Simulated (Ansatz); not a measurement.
Input for beta tin (0 0 1) on cubic CsPbBr3 (0 0 1) (film strained to the substrate, started from cuts of the bulks and a machine-learned relaxation; slabs Cs2Pb3Br8 and Sn12, which can lie off the formulas):

Ansatz 0.2 input:
```yaml
crystal:
  lattice:
    - [6.0, 0.0, 0.006828416]
    - [0.0, 6.0, -0.006027488]
    - [-2.470480364, -0.526059502, 26.190604731]
  atoms:
    - { symbol: Cs, position: [0.077818701, 0.016761755, 0.165906172] }
    - { symbol: Pb, position: [0.540014098, 0.513378944, 0.046257941] }
    - { symbol: Br, position: [0.036447383, 0.511852549, 0.043699006] }
    - { symbol: Br, position: [0.551694131, 0.014166302, 0.060866653] }
    - { symbol: Br, position: [0.56908699, 0.518503633, 0.161548339] }
    - { symbol: Cs, position: [0.173908218, 0.038068263, 0.396515747] }
    - { symbol: Pb, position: [0.617823179, 0.524762072, 0.279121413] }
    - { symbol: Br, position: [0.117005804, 0.521685653, 0.278170735] }
    - { symbol: Br, position: [0.614005972, 0.024639052, 0.278171655] }
    - { symbol: Br, position: [0.663439029, 0.540433913, 0.39593159] }
    - { symbol: Pb, position: [0.723219166, 0.55502267, 0.51095581] }
    - { symbol: Br, position: [0.22357834, 0.564192455, 0.517640813] }
    - { symbol: Br, position: [0.719858592, 0.053757266, 0.494369736] }
    - { symbol: Sn, position: [0.675491687, 0.372758156, 0.63997367] }
    - { symbol: Sn, position: [0.189732546, 0.380196339, 0.675605895] }
    - { symbol: Sn, position: [0.182527749, 0.877840296, 0.67169356] }
    - { symbol: Sn, position: [0.677288923, 0.872405289, 0.641585383] }
    - { symbol: Sn, position: [0.732747059, 0.392241784, 0.75908631] }
    - { symbol: Sn, position: [0.251399943, 0.396902378, 0.803228358] }
    - { symbol: Sn, position: [0.247019367, 0.896259046, 0.79819587] }
    - { symbol: Sn, position: [0.738032566, 0.892604696, 0.765527526] }
    - { symbol: Sn, position: [0.7659951, 0.402204458, 0.886400444] }
    - { symbol: Sn, position: [0.278222975, 0.400527791, 0.920538388] }
    - { symbol: Sn, position: [0.285221027, 0.901717497, 0.923524149] }
    - { symbol: Sn, position: [0.768824759, 0.901198339, 0.894452846] }
basis:
  ecutwfc: 420
  ecutrho_ratio: 4
  xc_grid: 2
kpoints:
  mp_grid: { grid: [5, 5, 1] }
hamiltonian:
  xc: pbe
  dispersion: none
  pseudopotentials: { kind: paw }
scf:
  n_extra_bands: 39
  occupations: { method: fermi_dirac, width: 0.05 }
output:
  forces: true
  stress: true
  eigenstates:
    kpoints:
      - [0, 0, 0]
      - [0.5, 0, 0]
      - [0, 0.5, 0]
      - [0.5, 0.5, 0]
    e_range: [-3.5, 3.5]
    localisation: true
relax:
  f_tol: 0.04
  max_steps: 70
  cell: { fix: [a, b, gamma], stress_tol: 0.3 }
```

Method: PBE (plane waves to 420 eV, PAW; Ansatz, a program for electronic structure). Spin–orbit coupling is left out; the runs are not spin-polarised. Its k-point mesh 5×5×1, Fermi–Dirac width 0.05 eV.

Write the closing report of this run, without the band table and long remarks, to eight decimals at most.


```
SCF converged after 5 iterations
Free energy (F): -141630.805680 eV
Harris-Foulkes:  -141630.805680 eV  (|F-HF|=1.75e-10)
Internal energy: -141630.789077 eV  (E = F + TS)
E sigma→0 (E₀):  -141630.797378 eV
Entropy (-TS):   -0.016603 eV (-0.664 meV/atom)
Fermi energy:    5.741607 eV
--- Per-component energies (eV) ---
  E_band       = -2300.842532
  E_kinetic    = 4436.032018
  E_local      = -60829.320983  (includes V_loc(G=0)·N_el)
  E_nonlocal   = 1281.719840
  E_hartree    = 30405.187993
  E_xc         = -7713.640561
  E_vxc        = -2623.786128  (∫ρ·V_xc dr)
  E_paw        = -108943.538006  (= ΣΔE_a)
  E_vpaw       = -5375.862580  (= ΣTr[D̂ρ^β])
  E_aug_tail   = 0.000134  (compensation charges beyond the density's cutoff)
  E_ewald      = -267.229511
  E_smearing   = -0.016603  (= −TS)
  E_closure    = 0.000000  (closes the sum)
  Σ components = -141630.805680   (vs F -141630.805680, Δ=0.00e0)
--- Forces (eV/Å), atoms counted from 1 ---
  atom   1  Cs    -0.00190399    -0.00134062     0.00174575
  atom   2  Pb     0.00452967    -0.00120826    -0.00279199
  atom   3  Br    -0.00457580    -0.00031579    -0.00408592
  atom   4  Br    -0.00141565    -0.00182135     0.00544909
  atom   5  Br     0.00260210     0.00025080     0.00030819
  atom   6  Cs    -0.00147251    -0.00278082    -0.00357318
  atom   7  Pb    -0.00169544     0.00066118     0.00157774
  atom   8  Br     0.00119090    -0.00114063     0.00352351
  atom   9  Br     0.00029476    -0.00185839     0.00290980
  atom  10  Br     0.00143299     0.00452772    -0.02209807
  atom  11  Pb     0.00243335     0.00744130     0.00225324
  atom  12  Br    -0.00277630    -0.00037809     0.00658614
  atom  13  Br     0.00117060    -0.00738828     0.00279384
  atom  14  Sn     0.00018020     0.00085828     0.01365435
  atom  15  Sn     0.00280238     0.00113223    -0.00146854
  atom  16  Sn    -0.00258743    -0.00071571     0.00064345
  atom  17  Sn     0.00008417     0.00519056    -0.00210866
  atom  18  Sn     0.00021614    -0.00067124    -0.00156550
  atom  19  Sn     0.00073914     0.00091399    -0.00235194
  atom  20  Sn     0.00179920     0.00158668     0.00113941
  atom  21  Sn    -0.00268787    -0.00446211     0.00136700
  atom  22  Sn    -0.00158452     0.00022202    -0.00464965
  atom  23  Sn    -0.00426177    -0.00061939     0.00401608
  atom  24  Sn    -0.00270013     0.00185663    -0.00201918
  atom  25  Sn     0.00818636     0.00006034    -0.00124054
  max |Σ_I F_I| component: 1.44e-5 eV/Å
--- Stress (GPa, compression-positive) ---
       -0.363851       0.011561      -0.010099
        0.011561      -0.307049      -0.007597
       -0.010099      -0.007597      -0.000954
  P = ⅓ Tr σ = -0.2240 GPa (-2.240 kbar)
--- Relaxed structure (13 steps of the walk, 13 accepted, 1 SCFs on fresh bases) ---
  F+E_penalty+E_count = -141630.80567981 eV   max|allowed force component| = 2.210e-2 eV/Å   (the final SCF, on the basis selected at the relaxed cell)
  cell:  # Å, volume = 932.9465 Å³
    - [5.99909021, -0.00062458, 0.10470401]
    - [-0.00082376, 5.99943449, 0.08259244]
    - [-2.04246522, -0.13914386, 25.88398802]
  atoms:
    - { symbol: Cs, position: [0.09382425, -0.01634603, 0.16476335] }
    - { symbol: Pb, position: [0.55410753, 0.47787774, 0.04608955] }
    - { symbol: Br, position: [0.04912614, 0.46902159, 0.04110870] }
    - { symbol: Br, position: [0.56622953, -0.02358766, 0.05948448] }
    - { symbol: Br, position: [0.57321969, 0.47266710, 0.15533312] }
    - { symbol: Cs, position: [0.15840029, -0.02283639, 0.40517366] }
    - { symbol: Pb, position: [0.61689294, 0.47481010, 0.27624247] }
    - { symbol: Br, position: [0.11311397, 0.47582628, 0.26813281] }
    - { symbol: Br, position: [0.61396153, -0.02528260, 0.26996839] }
    - { symbol: Br, position: [0.64417448, 0.46579061, 0.38929667] }
    - { symbol: Pb, position: [0.68180648, 0.46763445, 0.50678427] }
    - { symbol: Br, position: [0.17935489, 0.47067573, 0.50019670] }
    - { symbol: Br, position: [0.68072191, -0.03127589, 0.50109750] }
    - { symbol: Sn, position: [0.70953578, 0.45505292, 0.63299664] }
    - { symbol: Sn, position: [0.21953695, 0.45584091, 0.66526075] }
    - { symbol: Sn, position: [0.22116747, 0.95439351, 0.70346819] }
    - { symbol: Sn, position: [0.71073662, 0.95392900, 0.66523721] }
    - { symbol: Sn, position: [0.74316277, 0.45476457, 0.75049148] }
    - { symbol: Sn, position: [0.25228557, 0.45089538, 0.78428993] }
    - { symbol: Sn, position: [0.24546495, 0.94971873, 0.82120514] }
    - { symbol: Sn, position: [0.73683033, 0.95413923, 0.78432885] }
    - { symbol: Sn, position: [0.76437258, 0.45117428, 0.86984873] }
    - { symbol: Sn, position: [0.26947686, 0.44983572, 0.90483524] }
    - { symbol: Sn, position: [0.26719149, 0.94913611, 0.93905591] }
    - { symbol: Sn, position: [0.75570829, 0.95022520, 0.90427827] }
```

Cost: very roughly 27 core-minutes.
